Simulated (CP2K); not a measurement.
Band structure of Ir (Fm-3m, 1 atom in the cell).

```
CELL_PARAMETERS angstrom
      2.78673     0.00000     0.00000
      1.39336     2.41338     0.00000
      1.39336     0.80446     2.27535
ATOMIC_POSITIONS crystal
  Ir 0.00000 0.00000 0.00000
```

Method: CP2K with PBE, GPW, DZVP-MOLOPT-SR-GTH basis, GTH-PBE potentials (GTH_POTENTIALS).

Settings: CUTOFF = 500 Ry; REL_CUTOFF = 40 Ry; SMEAR/METHOD = FERMI_DIRAC; ELECTRONIC_TEMPERATURE = 580.23 K; KPOINTS/SCHEME = MONKHORST-PACK 12 12 12; GAMMA_CENTERED = T; XC_FUNCTIONAL = PBE; Ir/BASIS_SET = DZVP-MOLOPT-SR-GTH-q17; Ir/POTENTIAL = GTH-PBE-q17; METHOD = GPW; EPS_DEFAULT = 1e-10; EXTRAPOLATION = USE_GUESS; NGRIDS = 5; SCF_GUESS = ATOMIC.

The starting cell comes from a database of computed structures (which also holds hypothetical and non-ambient phases and stackings), without a prior relaxation at this level. Its lattice was rescaled by a random factor within 2.5 % of one. Spin-orbit coupling is off. Spin polarisation is off. Values carry the incompleteness of an atom-centred basis.

Levels in eV from the Fermi level, bands 5 to 10:
| point | 5 | 6 | 7 | 8 | 9 | 10 |
|---|---|---|---|---|---|---|
| Γ | -10.35 | -3.47 | -3.47 | -3.47 | -1.08 | -1.08 |
| X | -7.12 | -6.58 | 0.73 | 1.27 | 1.27 | 1.82 |
| W | -5.62 | -4.41 | -4.41 | -1.60 | 1.28 | 7.63 |
| K | -6.23 | -5.40 | -2.63 | -0.79 | 0.51 | 6.02 |
| L | -7.37 | -3.55 | -3.55 | -0.57 | 0.77 | 0.77 |
| U | -6.23 | -5.40 | -2.63 | -0.79 | 0.51 | 6.02 |

Bands cross the Fermi level along this path, so the cell is metallic at this level.

Higher empty bands are left out: an atom-centred basis made for the valence describes them poorly.
